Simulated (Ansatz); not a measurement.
Defect migration in 2H silicon carbide: B-vacancy pair (B on one host C site, one C site vacant), charge state +1. These are PBE, PAW (plane waves to 420 eV; Ansatz, a program for electronic structure) values and carry that method's errors.

72-site cell at the relaxed PBE lattice, the Γ point alone, smearing 0.01 eV, spin-restricted, no finite-size correction. Static, classical nuclei. The host's phase is taken as given; its stability against other phases was not computed. The charge state is imposed; whether it is stable for some Fermi level was not computed. Forms of the defect that were not tried may lie lower.

Barriers: single points on a 2×2×2 k-point mesh shifted by half a step along c at the bands' geometries (they differ from the bands' own by up to 0.33 eV, and are uncertain by about as much).

The step: one C atom jumps into the vacancy from a nearby C site (B-vacancy distance between ideal sites 3.09 → 5.36 Å). Atoms about the jump, Cartesian Å from the middle of the jump, before and after:

```json
[
 {"atom": "C1", "x0": "-0.77", "y0": "-1.32", "z0": "0.00", "x1": "0.77", "y1": "1.32", "z1": "0.00"},
 {"atom": "Si2", "x0": "0.78", "y0": "-0.49", "z0": "0.66", "x1": "0.86", "y1": "-0.40", "z1": "0.67"},
 {"atom": "Si3", "x0": "-2.32", "y0": "-0.45", "z0": "0.64", "x1": "-2.39", "y1": "-0.40", "z1": "0.67"},
 {"atom": "Si4", "x0": "-0.87", "y0": "2.27", "z0": "0.70", "x1": "-0.77", "y1": "2.23", "z1": "0.65"},
 {"atom": "Si5", "x0": "0.77", "y0": "1.35", "z0": "-2.12", "x1": "0.77", "y1": "1.36", "z1": "-1.92"},
 {"atom": "Si6", "x0": "-0.78", "y0": "-1.34", "z0": "-1.91", "x1": "-0.77", "y1": "-1.33", "z1": "-2.13"},
 {"atom": "C7", "x0": "-2.32", "y0": "1.31", "z0": "0.00", "x1": "-2.30", "y1": "1.32", "z1": "0.00"},
 {"atom": "C8", "x0": "0.78", "y0": "-0.45", "z0": "-2.52", "x1": "0.79", "y1": "-0.44", "z1": "-2.53"},
 {"atom": "Si9", "x0": "-2.32", "y0": "1.34", "z0": "-1.91", "x1": "-2.30", "y1": "1.36", "z1": "-1.92"},
 {"atom": "C10", "x0": "0.78", "y0": "-0.44", "z0": "2.55", "x1": "0.78", "y1": "-0.44", "z1": "2.55"},
 {"atom": "C11", "x0": "-0.77", "y0": "2.23", "z0": "-2.56", "x1": "-0.77", "y1": "2.23", "z1": "-2.56"},
 {"atom": "C12", "x0": "-2.31", "y0": "-0.44", "z0": "-2.53", "x1": "-2.32", "y1": "-0.44", "z1": "-2.53"},
 {"atom": "C13", "x0": "2.32", "y0": "-1.31", "z0": "0.00", "x1": "2.30", "y1": "-1.33", "z1": "0.00"},
 {"atom": "C14", "x0": "-2.31", "y0": "-0.44", "z0": "2.55", "x1": "-2.31", "y1": "-0.44", "z1": "2.55"},
 {"atom": "C15", "x0": "-0.78", "y0": "2.22", "z0": "2.58", "x1": "-0.77", "y1": "2.22", "z1": "2.58"},
 {"atom": "Si16", "x0": "2.39", "y0": "2.28", "z0": "0.66", "x1": "2.33", "y1": "2.23", "z1": "0.65"},
 {"atom": "Si17", "x0": "2.34", "y0": "-1.35", "z0": "-1.92", "x1": "2.33", "y1": "-1.35", "z1": "-1.92"},
 {"atom": "Si18", "x0": "-0.75", "y0": "-3.13", "z0": "0.65", "x1": "-0.77", "y1": "-3.21", "z1": "0.67"},
 {"atom": "Si19", "x0": "-0.77", "y0": "-1.34", "z0": "3.17", "x1": "-0.77", "y1": "-1.33", "z1": "3.17"},
 {"atom": "C20", "x0": "-3.84", "y0": "-1.32", "z0": "0.01", "x1": "-3.83", "y1": "-1.33", "z1": "0.00"},
 {"atom": "B21", "x0": "-0.73", "y0": "4.02", "z0": "0.00", "x1": "-0.77", "y1": "4.02", "z1": "0.02"},
 {"atom": "Si22", "x0": "0.78", "y0": "1.34", "z0": "3.17", "x1": "0.78", "y1": "1.35", "z1": "3.18"},
 {"atom": "C23", "x0": "2.33", "y0": "2.24", "z0": "-2.52", "x1": "2.33", "y1": "2.24", "z1": "-2.52"}
]
```

Problem. Give the saddle-point geometry and the barrier.

Solution. 
| atom | x | y | z |
|---|---|---|---|
| C1 | -0.31 | 0.22 | -0.20 |
| Si2 | 1.14 | -0.22 | 0.74 |
| Si3 | -2.24 | -0.27 | 0.58 |
| Si4 | -0.90 | 2.10 | 0.64 |
| Si5 | 0.60 | 1.22 | -1.95 |
| Si6 | -0.77 | -1.24 | -2.00 |
| C7 | -2.53 | 1.45 | -0.02 |
| C8 | 0.81 | -0.50 | -2.62 |
| Si9 | -2.40 | 1.39 | -1.93 |
| C10 | 0.87 | -0.44 | 2.58 |
| C11 | -0.84 | 2.23 | -2.58 |
| C12 | -2.34 | -0.40 | -2.55 |
| C13 | 2.47 | -1.33 | 0.00 |
| C14 | -2.26 | -0.42 | 2.49 |
| C15 | -0.76 | 2.20 | 2.55 |
| Si16 | 2.34 | 2.18 | 0.71 |
| Si17 | 2.36 | -1.35 | -1.93 |
| Si18 | -0.81 | -3.30 | 0.71 |
| Si19 | -0.73 | -1.31 | 3.14 |
| C20 | -3.70 | -1.33 | -0.01 |
| B21 | -0.70 | 3.94 | 0.00 |
| Si22 | 0.80 | 1.35 | 3.20 |
| C23 | 2.23 | 2.19 | -2.43 |
It lies 4.72 eV above the start and 4.26 eV above the end. The saddle point's order was not checked.
